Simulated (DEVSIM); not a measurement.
Device: Si p-n junction from an implanted or diffused profile, at 300 K.

Layer 1 from the left is Si, thickness (μm) 12.0, Nd (cm⁻³) 3.3e16, τn (s) 0.00023, τp (s) 0.00023.

Added acceptor profile: 1.1e18 cm⁻³ × exp(−(x − 0 μm)²/(2·(0.1 μm)²)). Left contact: ohmic. Right contact: ohmic. Voltage is applied to the left contact. Recombination: SRH at mid-gap, Auger. Gap narrowing is on: ΔEg = 6.92 meV × (l + √(l² + 0.5)), l = ln(N/1.3e17 cm⁻³), shared equally by both band edges. Mobility is μmin + (μ − μmin)/(1 + (N/Nref)^α).

This is a model device: material constants are rounded textbook-type values typed into the input, and sizes, dopings and lifetimes were drawn at random. Values at 300 K.

Si: gap (eV) 1.124, affinity (eV) 4.05, permittivity 11.7, Nc (cm⁻³) 2.86e19, Nv (cm⁻³) 3.1e19, μn (cm²/Vs) 1417, μp (cm²/Vs) 470, μn,min 52, μp,min 45, Nref,n 9.7e16, Nref,p 2.2e17, αn 0.68, αp 0.72, Cn (cm⁶/s) 2.8e-31, Cp (cm⁶/s) 9.9e-32.

Model (solved in DEVSIM): 1D drift-diffusion, Boltzmann statistics, complete ionisation; no tunnelling, impact ionisation, image-force lowering or self-heating.

Problem. What does the simulation give for the dark forward voltage at 100 A/cm², the dark forward voltage at 1 A/cm², the potential step across the device at zero bias?

Solution. dark forward voltage at 100 A/cm² 0.757 V; dark forward voltage at 1 A/cm² 0.621 V; potential step across the device at zero bias 0.846 V.
